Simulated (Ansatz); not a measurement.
The parent structure is Nb in the bcc (W type) structure (space group Im-3m, No. 229; relaxed with 0.1 eV smearing).

```xyz
1
Lattice="-1.6557 1.6557 1.6557 1.6557 -1.6557 1.6557 1.6557 1.6557 -1.6557" Properties=species:S:1:pos:R:3 pbc="T T T"
Nb     0.0000     0.0000     0.0000
```

Level of theory: PBE/PAW in Ansatz (a program for electronic structure), without spin-orbit coupling.

For the base:

Pressure: 0.0 GPa

One thing is altered: every lattice vector is shortened by 1.00 %, atoms relaxed at fixed cell.

### Question
What happens to the energy relative to the base?

### Answer
The energy grows by 8.8 meV/atom.

### Question
Predict the new pressure.

### Answer
The pressure goes from zero to 5.4 GPa.

The cells carry an imposed strain or load. Whether these cells are dynamically stable was not tested. The final runs are not spin-polarised.
